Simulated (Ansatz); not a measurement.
Seebeck coefficient (μV/K, mean over directions) of p-type Si (Fd-3m) against carrier density, HSE06, rigid bands in Ansatz (a program for electronic structure). Computed gap 1.13 eV; densities at which minority carriers matter at this gap, or further valleys turn the trend, are left out. Conductivity mass 0.32 mₑ (harmonic mean over directions), N_v = 3.4e19 cm⁻³ at 300 K.

```tsv
hole density	300 K	500 K	800 K
1e18 cm⁻³	512	578	638
3e18 cm⁻³	418	483	544
1e19 cm⁻³	[?]	380	[?]
3e19 cm⁻³	226	288	347
1e20 cm⁻³	137	191	247
3e20 cm⁻³	[?]	115	163
1e21 cm⁻³	34	57	88
```

Question: What belongs in the gaps?

Answer: 
- 1e19 cm⁻³, 300 K: 316
- 1e19 cm⁻³, 800 K: 440
- 3e20 cm⁻³, 300 K: 74

Rigid bands with a gap fixed in temperature, one relaxation time for all states, no polarons or phonon drag, and whether or not such doping can be reached. Spin-orbit coupling is left out; where it splits the top of the valence band, N_v and the p-type Seebeck coefficient come out somewhat high without it. Geometry: cell and atoms relaxed with PBEsol.
